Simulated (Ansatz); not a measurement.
C on the 1x1 (111) surface of fcc Al, one in a 2x2 cell, energies for each (28.3 Å²). Energies are against an atom of graphite, without zero-point or thermal terms; each row is named by its start.

These are PBE (plane waves to 420 eV, PAW; Ansatz, a program for electronic structure) values and carry that method's errors.

Which site binds most strongly?
A) hollow Al-Al-Al over Al at depth 4.6 Å
B) hollow Al-Al-Al over Al at depth 2.3 Å
C) top Al
D) bridge Al-Al (span 2.9 Å)

B, hollow Al-Al-Al over Al at depth 2.3 Å. Adsorption energies: hollow Al-Al-Al over Al at depth 2.3 Å 1.31 eV; hollow Al-Al-Al over Al at depth 4.6 Å 1.55 eV; bridge Al-Al (span 2.9 Å) 1.70 eV; top Al 4.90 eV.
